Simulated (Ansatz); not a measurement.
How the equilibrium lattice constant a of GaAs (model structure, started from the litharge type, P4/nmm, No. 129, 4 atoms in the cell) moves with the method

No measured value is used here.

### Question
Put these levels in order of the equilibrium lattice constant a that they give for GaAs (model structure, started from the litharge type, P4/nmm, No. 129, 4 atoms in the cell), smallest first: PBE (Ansatz, a program for electronic structure), PBE-D3(BJ) (Ansatz), PBEsol (Ansatz).

### Answer
PBEsol (3.819 Å), PBE-D3(BJ) (3.830 Å), PBE (3.886 Å)

Ansatz's density-functional and Hartree–Fock values are scalar-relativistic unless marked +SOC, with PAW data made under PBE.

A model structure was made by putting elements into a prototype or built by hand; it is no filed structure, need not be a known phase, and can be a saddle point held by its symmetry.
